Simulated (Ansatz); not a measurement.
C on the N site in wurtzite GaN: one set of geometries, relaxed with PBE, evaluated in Ansatz (PAW, plane waves to 420 eV, 500 eV under r2SCAN) with PBE, r2SCAN.

Cell and caveats: 192-site cell; 2×2×2 shifted k-points; start: the N site; charged states image-corrected; energies good to tenths of an eV; flagged in the runs: a host whose relaxation on this sampling wasn't shown to rest.

```csv
quantity,PBE,r2SCAN
host gap (eV),1.71,2.11
ε(0/−1) above the VBM (eV),0.28,0.37
"neutral formation energy against graphite, N2 molecule in a box (eV)",3.56,3.80
largest moment on one atom at charge 0 (μB),0.18,0.24
```

PBE narrows the gap by 0.40 eV against r2SCAN, the highest level run, and puts the level shown 0.090 eV lower above the valence-band maximum (from the rounded values).

Ansatz is an electronic-structure program.
